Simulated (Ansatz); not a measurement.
We consider NiAs-type NiSb, described by PBEsol-D3(BJ) (plane waves, PAW; Ansatz, an electronic-structure program).

Settings: plane-wave cutoff 520 eV, 18×18×12 k mesh (along the axes of the cell as run), Fermi–Dirac smearing 0.05 eV, no spin polarisation, scalar-relativistic PAW data made under PBE.

Cell (relaxed at this level):

NiSb has the hexagonal space group P6₃/mmc (No. 194), the NiAs type structure, Pearson symbol hP4. Conventional cell: a = 3.8672 Å, b = 3.8672 Å, c = 5.0179 Å, α = 90.00°, β = 90.00°, γ = 120.00°. Ni on 2a is coordinated by 2 Ni at 2.509 Å and 6 Sb at 2.561 Å. Sb on 2c sees 6 Ni at 2.561 Å. (Neighbours: up to the widest gap in distance over summed covalent radii, below 1.35, at either atom; cation-cation and far metal-metal contacts left out.)

### Question
What does this level give for the bulk modulus and pressure derivative B′ of the bulk modulus?

### Answer

- bulk modulus: 141 GPa
- pressure derivative B′ of the bulk modulus: 5.0

The run finds no gap.

Note: the bulk modulus comes from volumes at which shape and atoms were relaxed.

Spin–orbit coupling is not included.

Computed values are for the static lattice.
